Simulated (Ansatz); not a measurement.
The reference is Al$_{12}$W (space group Im-3, No. 204; a = 7.538 Å). Axes: x, y, z lie along the cube axes.

Level of theory: PBEsol (Ansatz, a first-principles code; PAW; 420 eV plane waves; without spin-orbit coupling).

Before the change:

```
Item                             Value
-----------------------------  -------
Pressure                       0.0 GPa
Shortest interatomic distance  2.715 Å
Band gap                          zero
```

The change: compressive biaxial strain of 1.79 % in the plane normal to [110], as in epitaxy on a mismatched substrate; the out-of-plane cell vector and the atoms relax.

Problem. Predict the new energy relative to the base, pressure, shortest interatomic distance and band gap.

Solution. The energy rises by 6.8 meV/atom; the pressure (mean of the normal stresses, compression positive) goes from zero to 2.5 GPa; the shortest interatomic distance drops by 0.040 Å, from 2.715 Å to 2.675 Å; the band gap is still zero.

Without a gap, meshes like the base's 7×7×7 leave anisotropic stresses uncertain by several tenths of a GPa, and small strain energies with them. Whether these cells are dynamically stable was not tested. All final runs are without spin polarisation.
